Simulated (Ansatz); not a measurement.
Take Cu3N (space group Pm-3m, No. 221; a = 3.827 Å) as the base. Axes: x, y, z lie along the cube axes.

The values are results of Ansatz (a first-principles code), PBE, PAW, cutoff 420 eV, no spin-orbit coupling, not measurements.

Before the change:

The shortest interatomic distance comes out as 1.913 Å.

Modification: uniaxial strain ε_zz = −2.40 %, all other strain components held at zero; the atoms relax in the strained cell.

**Question.** Predict the new energy relative to the base, stress and shortest interatomic distance.

**Answer.** The energy grows by 6.6 meV/atom; the stress (xx, yy, zz, yz, xz, xy; compression positive) amounts to (1.42, 1.42, 6.56, 0.00, 0.00, 0.00) GPa; the shortest interatomic distance falls by 0.0459 Å to 1.868 Å.

Whether these cells are dynamically stable was not tested. All final runs are without spin polarisation.
